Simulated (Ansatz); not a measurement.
## Cost against accuracy: basis.ecutwfc for Sc2C (P4/nmm, 6 atoms in the cell)

```
Sc2C
1.0
    4.66114     0.00000     0.00000
    0.00000     4.66114     0.00000
    0.00000     0.00000     7.11219
Sc C
4 2
Direct
  0.00000   0.00000   0.00000
  0.50000   0.50000   0.00000
  0.50000   0.00000   0.27000
  0.00000   0.50000   0.73000
  0.50000   0.00000   0.70000
  0.00000   0.50000   0.30000
```

Method of the run: LDA (PW92), default PAW files made with PBE (plane waves; Ansatz, a program for electronic structure).

Base settings: basis.ecutwfc = 420 eV; kpoints.mp_grid.grid = 5 5 3; hamiltonian.xc = lda; hamiltonian.pseudopotentials = {kind: paw} (the program's default PAW files); scf.occupations.method = fermi_dirac; scf.occupations.width = 0.05 eV.

Misses are taken against the tightest run, 840 eV, which need not be fully converged itself. The energy is the free energy per atom.

The count of work is k-points × plane waves × bands × iterations; it is no time, and leaves out set-up, grids and terms that scale otherwise. 

Ansatz's pressure holds its estimate of the finite-basis (Pulay) stress, which hides part of the cutoff error; the uncorrected pressure shows it.

The starting cell was generated: these elements placed on a structure prototype, without a prior relaxation; it need not be a known phase or ordering of this composition. Its lattice was rescaled by a random factor within 2.5 % of one. In the base run, with a pressure of about -15 GPa the cell is away from its equilibrium volume at this level. In the base run, forces exceed 1 eV/Å. Ansatz's pressure includes its estimate of the finite-basis (Pulay) stress.

The runs (basis.ecutwfc): 170 eV | 210 eV | 250 eV | 295 eV | 335 eV | 380 eV | 420 eV | 485 eV | 545 eV | 630 eV | 735 eV | 840 eV.

Q: Which is the coarsest setting among those run that, with all tighter ones, holds the energy within 2 meV/atom of the reference, and what does it save?

A: 420 eV, off by 1.6 meV/atom; it needs 0.35 of the reference's count of work.

Q: Which is the coarsest setting among those run that, with all tighter ones, holds the energy within 0.5 meV/atom of the reference, and what does it save?

A: 485 eV, off by 0.40 meV/atom; it needs 0.44 of the reference's count of work.

Q: What does the step from 170 eV to 335 eV buy?

A: It takes the miss in the energy from 5400 to 22 meV/atom, for 2.6 times the count of work.

| basis.ecutwfc | energy less reference (meV/atom) | pressure less reference (GPa) | largest difference in the force on any atom (eV/Å) | uncorrected pressure less reference (GPa) | count of work / reference |
|---|---|---|---|---|---|
| 170 eV | 5419.90 | -2.24 | 0.175 | -122.32 | 0.100 |
| 210 eV | 1503.81 | 0.23 | 0.074 | -43.13 | 0.13 |
| 250 eV | 386.09 | 0.54 | 0.066 | -13.64 | 0.16 |
| 295 eV | 79.65 | -0.04 | 0.018 | -3.34 | 0.21 |
| 335 eV | 21.57 | -0.01 | 0.000 | -0.96 | 0.25 |
| 380 eV | 5.21 | 0.01 | 0.001 | -0.24 | 0.31 |
| 420 eV | 1.63 | 0.00 | 0.000 | -0.08 | 0.35 |
| 485 eV | 0.40 | 0.00 | 0.000 | -0.01 | 0.44 |
| 545 eV | 0.26 | 0.00 | 0.000 | 0.00 | 0.52 |
| 630 eV | 0.11 | 0.00 | 0.000 | 0.00 | 0.66 |
| 735 eV | 0.04 | 0.00 | 0.000 | 0.00 | 0.82 |
| 840 eV | 0.00 | 0.00 | 0.000 | 0.00 | 1.0 |

Keys are those of Ansatz 0.2.
